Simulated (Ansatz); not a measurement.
## MgS (model structure, started from the BeO type, P4₂/mnm, No. 136, 8 atoms in the cell): bulk modulus B0 by level of theory

No measured value is used here.

```
level (code)     value (GPa)  cell (Å³/atom)
---------------  -----------  --------------
LDA (Ansatz)            52.7           22.80
PBEsol (Ansatz)   (withheld)           23.54
r²SCAN (Ansatz)         53.0           23.65
```

**Question.** What belongs in the gaps?

**Answer.** 
- PBEsol (Ansatz, a first-principles code), value (GPa): 49.9

LDA, PBEsol, r²SCAN: the bulk modulus is −V dP/dV from two relaxed cells at ±2 % in volume. Each level is taken at its own relaxed cell. Cutoffs differ between the levels. Ansatz's density-functional and Hartree–Fock values are scalar-relativistic unless marked +SOC, with PAW data made under PBE.

A model structure was made by putting elements into a prototype or built by hand; it is no filed structure, need not be a known phase, and can be a saddle point held by its symmetry.
